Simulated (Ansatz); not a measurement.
Quick settings and what they miss: SnSe (Pnma, 8 atoms in the cell)

Self-consistent single point.

```
CELL_PARAMETERS angstrom
     11.66796     0.00000     0.00000
      0.00000     4.12749     0.00000
      0.00000     0.00000     4.70232
ATOMIC_POSITIONS crystal
  Sn 0.61879 0.75000 0.37655
  Sn 0.38121 0.25000 0.62345
  Sn 0.88121 0.25000 0.87655
  Sn 0.11879 0.75000 0.12345
  Se 0.14855 0.25000 0.50918
  Se 0.85145 0.75000 0.49082
  Se 0.35145 0.75000 0.00918
  Se 0.64855 0.25000 0.99082
```

Computed with PBE (plane waves, PAW; Ansatz, a program for electronic structure).

Base settings: basis.ecutwfc = 420 eV; kpoints.mp_grid.grid = 2 5 5; hamiltonian.xc = pbe; hamiltonian.pseudopotentials = {kind: paw} (the program's default PAW files); scf.occupations.method = gaussian; scf.occupations.width = 0.05 eV.

Tight run (finer mesh or higher cutoff; not a proven limit): basis.ecutwfc: 420 eV → 590 eV; kpoints.mp_grid.grid: 2 5 5 → 3 7 7; scf.convergence.dr2_threshold: default (1e-07 eV) → 1e-09 eV. It gave top of the valence band (on the code's own zero) 8.07 eV; gap on the k-point mesh 0.91 eV; pressure 1.02 GPa; largest force (vector length) 0.205 eV/Å.

Quick runs, as changes from the base:
- A: the base itself
- B: basis.ecutwfc: 420 eV → 250 eV; kpoints.mp_grid.grid: 2 5 5 → 3 3 3
- C: kpoints.mp_grid.grid: 2 5 5 → 4 4 4
- D: basis.ecutwfc: 420 eV → 210 eV; kpoints.mp_grid.grid: 2 5 5 → 2 2 2; hamiltonian.xc: pbe → lda [LDA (PW92)]
- E: basis.ecutwfc: 420 eV → 210 eV; kpoints.mp_grid.grid: 2 5 5 → 4 4 4; scf.convergence.dr2_threshold: default (1e-07 eV) → 0.0001 eV
- F: kpoints.mp_grid.grid: 2 5 5 → 2 2 2; hamiltonian.xc: pbe → b3lyp [B3LYP]
- G: kpoints.mp_grid.grid: 2 5 5 → 3 3 3; hamiltonian.xc: pbe → hse06 [HSE06]

Dashes: energy of D, F, G, another energy zero; count of F, G, another kind of functional, whose work the count does not hold.

Gaps are read on each run's own mesh, which may miss the band edges.

† marks runs with another functional, U, potentials or spin treatment: their distance from the tight run is not a convergence error alone.

The count of work is k-points × plane waves × bands × iterations; it is no time. 

Pressures in the table are Ansatz's without its Pulay estimate, at a fixed set of plane waves; the tight run's value above holds the estimate.

The starting cell comes from a database of computed structures (which also holds hypothetical and non-ambient phases and stackings), without a prior relaxation at this level. Its lattice was rescaled by a random factor within 2.5 % of one.

| run | energy less tight (meV/atom) | pressure less tight (GPa) | largest miss in a force vector (eV/Å) | gap on the mesh less tight (eV) | count of work / tight |
|---|---|---|---|---|---|
| A | 2.6 | -0.01 | 0.020 | 0.060 | 0.25 |
| B | 460.2 | -20.27 | 0.083 | -0.151 | 0.059 |
| C | -3.5 | -0.07 | 0.018 | 0.240 | 0.38 |
| D† | – | -87.30 | 0.644 | 0.249 | 0.047 |
| E | 2611.6 | -85.55 | 0.122 | 0.332 | 0.14 |
| F† | – | 2.48 | 0.592 | 1.182 | – |
| G† | – | -1.54 | 0.283 | 0.293 | – |

Among the runs at the tight run's level, the energy misses run from 2.6 to 2611.6 meV/atom.

Left out of this page: 1 run of the series outside the window shown, repeating another row's setting, or not comparable.

Keys are those of Ansatz 0.2.
